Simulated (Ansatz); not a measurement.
An Ansatz (a program for electronic structure) run: LiH with a change (strain tensor (xx, yy, zz, yz, xz, xy) = (−1.61, −1.77, +1.41, +0.62, +0.06, −0.91) %); r2SCAN/PAW in Ansatz, no spin-orbit coupling.

Input:

Ansatz 0.2 input:
```yaml
crystal:
  lattice:
    - [-0.0171232124, 1.979683677, 2.0433700107]
    - [1.9715726816, -0.0058078732, 2.0320546716]
    - [1.9522464829, 1.949042139, 0.0135183256]
  atoms:
    - { symbol: H, position: [0, 0, 0] }
    - { symbol: Li, position: [0.5, 0.5, 0.5] }
basis: { ecutwfc: 500, ecutrho_ratio: 4, xc_grid: 4, fft_grid_basis: typed }
kpoints: { mp_grid: { grid: [14, 14, 14] } }
hamiltonian:
  xc: r2scan
  dispersion: none
  pseudopotentials: { kind: paw }
scf: { occupations: { method: fermi_dirac, width: 0.05 }, convergence: { dr2_threshold: 0.0000000002 } }
relax: { f_tol: 0.005, max_steps: 50 }
output: { forces: true, stress: true }
checkpoint: { write: state.ck, write_every: 1000 }
```

Output:

```
Relaxation: its limit of steps is 50 (relax.max_steps)
WARN ansatz: RAYON_NUM_THREADS=2 ignored (pool sized by the plan → 2); use --threads N
Pseudopotentials: kind: paw
Pseudopotential: H, paw, valence charge 1
Pseudopotential: Li, paw, valence charge 3
Functional definition: r2SCAN
Crystal: 2 atoms, lattice volume = 15.744 Å³
Basis set: ecut = 500 eV, 401 PW (Γ), exchange–correlation on 96×96×96 points (64 copies of the dense FFT grid, shifted against one another)
Bands: 6, of which v1, the nominal top of the filled ones, is band 2 counted from 1 (1 counted from 0)
Symmetry: 2 space group operations
Space group: P-1 (ITA 2), of the structure as read, at distance tolerance 2.5e-5 Å
k-points: 1376 of 2744
Initial density: superposition of atomic densities (neutral atoms: chi_scale 0, normalization atom), corrected by the library's trained network
Initial wavefunctions: pseudopotential atomic-orbital guess
Eigensolver: davidson
Functional: x = r2scan, c = r2scan; τ floored in thin density (d = 2e-4 eV/Å³)
SCF iter   1: F=—  HF=-221.971823 eV  |F-HF|=—  |Δ(HF+E_count)|=         —  Δρ=3.61e-3  dr2=1.48e-3  dr2_τ=2.31e-3  ethr=1.77e-3  ⟨swp⟩=5.4  Hψ=68275  notcnv=0
all-band conjugate gradients solve this SCF's bands
preconditioner: auto → none
SCF iter   2: F=—  HF=-222.011155 eV  |F-HF|=—  |Δ(HF+E_count)|=   3.93e-2  Δρ=3.04e-3  dr2=1.42e-3  dr2_τ=1.02e-5  ethr=3.69e-5  ⟨swp⟩=2.0  Hψ=27520  notcnv=0
SCF iter   3: F=—  HF=-222.011738 eV  |F-HF|=—  |Δ(HF+E_count)|=   5.83e-4  Δρ=9.59e-4  dr2=1.03e-4  dr2_τ=3.62e-6  ethr=3.56e-5  ⟨swp⟩=2.0  Hψ=15145  notcnv=0
SCF iter   4: F=—  HF=-222.011735 eV  |F-HF|=—  |Δ(HF+E_count)|=   3.30e-6  Δρ=3.57e-4  dr2=1.49e-5  dr2_τ=4.10e-7  ethr=2.58e-6  ⟨swp⟩=1.0  Hψ=8262  notcnv=0
SCF iter   5: F=—  HF=-222.011734 eV  |F-HF|=—  |Δ(HF+E_count)|=   1.06e-7  Δρ=1.03e-5  dr2=1.64e-8  dr2_τ=1.19e-10  ethr=3.71e-7  ⟨swp⟩=1.9  Hψ=9545  notcnv=0
SCF iter   6: F=—  HF=-222.011734 eV  |F-HF|=—  |Δ(HF+E_count)|=   1.94e-7  Δρ=2.48e-6  dr2=1.00e-9  dr2_τ=7.48e-12  ethr=4.10e-10  ⟨swp⟩=2.0  Hψ=9610  notcnv=0
SCF iter   7: F=-222.011734 eV  HF=-222.011734 eV  |F-HF|=3.30e-11  |Δ(HF+E_count)|=  2.92e-10  Δρ=8.40e-7  dr2=1.11e-10  dr2_τ=1.07e-12  ethr=5.00e-12  ⟨swp⟩=3.2  Hψ=18229  notcnv=0
SCF 1 converged in 7 iterations: F = -222.011734 eV  dr2 = 1.11e-10
relax step   1: F+E_penalty+E_count = -222.01173429 eV  Δ(F+E_penalty+E_count) = +0.000e0 eV  max|allowed force component| = 0.000e0 eV/Å  Δτ_max = 0.0000 Å  (7 SCF iters, accepted)
Crystal: 2 atoms, lattice volume = 15.744 Å³
Initial density: handed on by an earlier stage of this run
Initial wavefunctions: those handed on with the density
iter 1 solved again at ethr=2.78e-12 eV; its pass at ethr=3.10e-3 eV (dr2=1.11e-10 eV) is discarded
SCF iter   1: F=—  HF=-222.011734 eV  |F-HF|=—  |Δ(HF+E_count)|=         —  Δρ=8.40e-7  dr2=1.11e-10  dr2_τ=1.07e-12  ethr=2.78e-12  ⟨swp⟩=1.0  Hψ=75681  notcnv=0
preconditioner: auto → none
SCF iter   2: F=-222.011734 eV  HF=-222.011734 eV  |F-HF|=4.26e-12  |Δ(HF+E_count)|=  3.79e-11  Δρ=3.60e-7  dr2=2.11e-11  dr2_τ=1.71e-13  ethr=2.78e-12  ⟨swp⟩=3.0  Hψ=16987  notcnv=0
SCF 2 converged in 2 iterations: F = -222.011734 eV  dr2 = 2.11e-11
the relaxation is at rest under the 2 symmetry operations that the run kept from its start: a minimum is not shown …
SCF converged after 2 iterations
Free energy (F): -222.011734 eV
Harris-Foulkes:  -222.011734 eV  (|F-HF|=4.26e-12)
Internal energy: -222.011734 eV  (E = F + TS)
E sigma→0 (E₀):  -222.011734 eV
Fermi energy:    2.313402 eV
--- Per-component energies (eV) ---
  E_band       = -93.521993
  E_kinetic    = 36.475579
  E_local      = -124.115895  (includes V_loc(G=0)·N_el)
  E_nonlocal   = -31.743780
  E_hartree    = 34.719050
  E_xc         = -20.185439
  E_vxc        = -28.305888  (∫ρ·V_xc dr)
  E_paw        = -22.378436  (= ΣΔE_a)
  E_vpaw       = -16.662685  (= ΣTr[D̂ρ^β])
  E_aug_tail   = -0.000554  (compensation charges beyond the density's cutoff)
  E_vtau       = 1.393131  (kinetic-family band-sum trace: ∫τ·v_τ [+ j·A + Jᵃ·Aᵃ] dr)
  E_ewald      = -94.782258
  E_smearing   = -0.000000  (= −TS)
  E_closure    = 0.000000  (closes the sum)
  Σ components = -222.011734   (vs F -222.011734, Δ=0.00e0)
  [band-id]    e_kinetic+e_local+e_nonlocal+2·e_hartree+e_vxc+e_vpaw+e_augmentation_tail+e_vtau = -93.521993   (vs E_band -93.521993, Δ=-3.09e-7)
--- Forces (eV/Å), atoms counted from 1 ---
  atom   1  H      0.00000000     0.00000000     0.00000000
  atom   2  Li     0.00000000     0.00000000     0.00000000
  max |Σ_I F_I| component: 0.00e0 eV/Å
--- Stress (GPa, compression-positive) ---
        1.520726       1.027299      -0.033459
        1.027299       1.662426      -0.635264
       -0.033459      -0.635264      -0.727993
  P = ⅓ Tr σ = 0.8184 GPa (8.184 kbar)
  The stress holds the Pulay correction. Without it, at fixed plane waves, as pw.x and ABINIT print it: P = 0.7785 GPa
  The stress includes an estimate of the error left by incomplete SCF convergence (largest component -0.0000 GPa).
--- Band table ---
  band table: none
--- Relaxed structure (1 steps of the walk, 1 accepted, 0 SCFs on fresh bases) ---
  F+E_penalty+E_count = -222.01173429 eV   max|allowed force component| = 0.000e0 eV/Å
  atoms:
    - { symbol: H, position: [0.0, 0.0, 0.0] }
    - { symbol: Li, position: [0.49999999999999994, 0.49999999999999983, 0.5000000000000001] }
```

No phonon test of stability was made. The cell was made from LiH in the rock salt structure (space group Fm-3m, No. 225) by this change: strain tensor (xx, yy, zz, yz, xz, xy) = (−1.61, −1.77, +1.41, +0.62, +0.06, −0.91) %.
